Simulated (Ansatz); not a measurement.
A computed series for In2S3: response to strain

The parent structure is In2S3 in the corundum structure (space group R-3c, No. 167; a = 6.574 Å, c = 17.608 Å (hexagonal axes); a cell from a computed database, its experimental status unchecked). Axes: x lies along a and z along c of the hexagonal cell.

Strains are applied to the cell and any free atomic positions relax; under biaxial strain the out-of-plane vector relaxes too.

Computed with Ansatz (a first-principles code), PBEsol, PAW, cutoff 420 eV, no spin-orbit coupling.

Notes on the quantities. energy relative to the base: free energy F.

| case | energy relative to the base | volume per atom | band gap |
|---|---|---|---|
| base | 0 meV/atom | 21.96 Å³ | 0.45 eV |
| biaxial strain −4.73 %, plane normal [001], relaxed out of plane | +49 meV/atom | 20.90 Å³ | 0.54 eV |
| biaxial strain +0.44 %, plane normal [001], relaxed out of plane | +0.4 meV/atom | 22.07 Å³ | 0.41 eV |
| isotropic strain +0.42 % | +0.9 meV/atom | 22.24 Å³ | 0.36 eV |
| isotropic strain +0.62 % | +1.9 meV/atom | 22.38 Å³ | 0.32 eV |
| isotropic strain +5.27 % | +113 meV/atom | 25.62 Å³ | zero |
| uniaxial strain ε_zz = −3.59 % | +10 meV/atom | 21.18 Å³ | 0.67 eV |

The mesh was chosen for an insulator and is coarse for the gapless case. Stability against distortions was not tested. All final runs are without spin polarisation. A zero or small gap of In2S3 under isotropic strain +5.27 % can be the functional's error rather than a property of the material.
